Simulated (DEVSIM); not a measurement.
abrupt Si n-p junction

Device: abrupt Si n-p junction, at 300 K.

| layer (left to right) | material | thickness (μm) | Nd (cm⁻³) | Na (cm⁻³) | τn (s) | τp (s) |
|---|---|---|---|---|---|---|
| 1 | Si | 0.720 | 4.3e17 | - | 1.5e-5 | 1.5e-5 |
| 2 | Si | 2.70 | - | 5.5e16 | 1.5e-5 | 1.5e-5 |

Left contact: ohmic. Right contact: ohmic. Voltage is applied to the left contact. Recombination: SRH at mid-gap, radiative. Gap narrowing is on: ΔEg = 6.92 meV × (l + √(l² + 0.5)), l = ln(N/1.3e17 cm⁻³), shared equally by both band edges. Mobility is μmin + (μ − μmin)/(1 + (N/Nref)^α).

This is a model device: material constants are rounded textbook-type values typed into the input, and sizes, dopings and lifetimes were drawn at random. Values at 300 K.

```tsv
parameter	Si
gap (eV)	1.124
affinity (eV)	4.05
permittivity	11.7
Nc (cm⁻³)	2.86e19
Nv (cm⁻³)	3.1e19
μn (cm²/Vs)	1417
μp (cm²/Vs)	470
μn,min	52
μp,min	45
Nref,n	9.7e16
Nref,p	2.2e17
αn	0.68
αp	0.72
B (cm³/s)	4.7e-15
```

Simulated with DEVSIM: 1D drift-diffusion, Boltzmann statistics, complete ionisation; no tunnelling, impact ionisation, image-force lowering or self-heating.

```json
{
 "potential_step_across_the_device_at_zero_bias": "0.842 V",
 "largest_field_in_the_device_at_zero_bias": "110000 V/cm",
 "Dark forward voltage at 1 A/cm²": "0.621 V",
 "Dark forward voltage at 100 A/cm²": "0.743 V"
}
```

Dark reverse current:

```json
[
 {"V (V)": "0.10", "J (A/cm²)": "1.3e-10"},
 {"V (V)": "0.25", "J (A/cm²)": "2.3e-10"},
 {"V (V)": "0.50", "J (A/cm²)": "3.6e-10"},
 {"V (V)": "0.75", "J (A/cm²)": "4.7e-10"},
 {"V (V)": "1.00", "J (A/cm²)": "5.7e-10"},
 {"V (V)": "1.50", "J (A/cm²)": "7.5e-10"},
 {"V (V)": "2.00", "J (A/cm²)": "9.1e-10"},
 {"V (V)": "2.50", "J (A/cm²)": "1.1e-9"},
 {"V (V)": "3.25", "J (A/cm²)": "1.2e-9"}
]
```

Dark forward current:

(V (V), J (A/cm²)): (-0.05, -3.4e-10); (-0.10, -2.2e-9); (-0.15, -1.4e-8); (-0.25, -6.1e-7); (-0.30, -4.2e-6); (-0.35, -2.9e-5); (-0.40, -0.00020); (-0.50, -0.0094); (-0.55, -0.065); (-0.60, -0.45); (-0.65, -3.1); (-0.75, -130); (-0.80, -640); (-0.85, -2100)
